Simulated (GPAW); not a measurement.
Band structure of LiEuYO2 (Cm, 5 atoms in the cell).

```xyz
5
Lattice="3.0395 -1.6831 0.0000 3.0395 1.6831 0.0000 -0.6310 0.0000 8.6622" Properties=species:S:1:pos:R:3 pbc="T T T"
Li     1.5575     0.0000     1.9721
Y      3.1078     0.0000     4.5125
Eu     5.0310     0.0000     7.5230
O      1.0700     0.0000     5.7354
O      5.0915     0.0000     3.3562
```
Moments meant for the start (each program seeds them in its own way; μB, in the order of the atoms Li Y Eu O O): 0.0 0.0 7.0 0.0 0.0.

Level of theory: LDA (Perdew-Wang 92), GPAW PAW datasets LDA (gpaw-data 1.0.1) (plane waves; GPAW).

Settings: spinpol = true; mode = pw; ecut = 900 eV; xc = LDA; kpts = 6 6 2; mesh shift (steps) = 0 0 0; occupations.name = methfessel-paxton; occupations.width = 0.272 eV; occupations.order = 0; nbands = -13; symmetry.symmorphic = false; symmetry.tolerance = 0.0005; maxiter = 120; bandpath_npoints = 40.

The starting cell comes from a database of computed structures (which also holds hypothetical and non-ambient phases and stackings), without a prior relaxation at this level. Its lattice was rescaled by a random factor within 2.5 % of one. Spin-orbit coupling is off. With one magnetic atom in the cell only a parallel order is possible. With U or open f shells several self-consistent states can exist. The f electrons are in the valence without U or exact exchange, which can misplace them near the Fermi level. Spin-orbit terms, which matter for f shells, are left out.

Levels in eV from the Fermi level, bands 21 to 28 of the first spin channel:
| point | 21 | 22 | 23 | 24 | 25 | 26 | 27 | 28 |
|---|---|---|---|---|---|---|---|---|
| Γ | -0.57 | -0.48 | -0.46 | -0.45 | -0.42 | 1.47 | 1.53 | 2.11 |
| Y | -0.60 | -0.48 | -0.47 | -0.44 | 0.01 | 0.94 | 1.26 | 2.93 |
| F | -0.61 | -0.48 | -0.47 | -0.44 | 0.08 | 0.83 | 1.65 | 2.84 |
| L | -0.61 | -0.48 | -0.47 | -0.44 | 0.09 | 0.83 | 1.70 | 2.84 |
| Z | -0.57 | -0.54 | -0.48 | -0.46 | -0.42 | 1.02 | 1.50 | 2.11 |
| F1 | -0.61 | -0.48 | -0.47 | -0.44 | 0.08 | 0.83 | 1.65 | 2.84 |
| N | -0.57 | -0.48 | -0.47 | -0.45 | 0.25 | 0.96 | 1.73 | 2.96 |
| M | -0.57 | -0.48 | -0.47 | -0.45 | 0.26 | 1.09 | 1.97 | 2.92 |

Bands cross the Fermi level along this path, so the cell is metallic at this level.

The net moment of the cell came out as 7.54 μB.
